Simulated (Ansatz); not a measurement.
The parent structure is Si in the diamond structure (space group Fd-3m, No. 227; a = 5.4443 Å). Axes: x, y, z lie along the cube axes.

Calculations: Kohn–Sham DFT with the r2SCAN functional, run in Ansatz (a quantum-chemistry and plane-wave program) with PAW and 500 eV plane waves, spin-orbit coupling left out.

Now apply this change: biaxial strain −1.00 %, plane normal [001], relaxed out of plane (Cartesian); in-plane vectors clamped, the third vector and the atoms free.

### Question
Predict the new in-plane stress and out-of-plane strain.

### Answer
The mean in-plane stress (compression positive) comes out as +1.9 GPa; the out-of-plane strain comes out as +0.73 %.

Whether these cells are dynamically stable was not tested.
